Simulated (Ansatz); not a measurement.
## PBE against r2SCAN: CdS, pressure 9 GPa

Consider CdS in the wurtzite structure (space group P6_3mc, No. 186; a = 4.1966 Å, c = 6.8302 Å).

(Cell as relaxed with PBE.)

Levels (all Ansatz, a quantum-chemistry and plane-wave program, PAW, earlier PAW set): PBE (420 eV, without spin-orbit coupling); r2SCAN (500 eV, no spin-orbit coupling).

Each level relaxes its own structure.

| base | PBE | r2SCAN |
|---|---|---|
| volume per atom | 26.04 Å³ | 25.41 Å³ |
| lattice parameter a | 4.197 Å | 4.164 Å |
| band gap | 1.11 eV | 1.63 eV |

Perturbation: cell and atoms relaxed at a pressure of 9 GPa.

| quantity | PBE | r2SCAN |
|---|---|---|
| band gap | 1.39 eV | 1.89 eV |
| volume per atom | 22.95 Å³ | 22.64 Å³ |
| c/a ratio | 1.630 | 1.630 |

PBE's band gap lies 0.50 eV below r2SCAN's; PBE's volume per atom lies 0.301 Å³ above r2SCAN's (1.3 %); the two agree on the c/a ratio. Neither level is exact; r2SCAN is the comparison here, not a measurement.

Load acts through the strain it causes; cell and atoms are relaxed under it. Whether these cells are dynamically stable was not tested. Measured, CdS leaves this structure (for rock salt) near 2.54 GPa (temperature not stated; as listed in Datta, Sujoy, Jana, Debnarayan, arXiv (2020)), on rising pressure, with hysteresis.
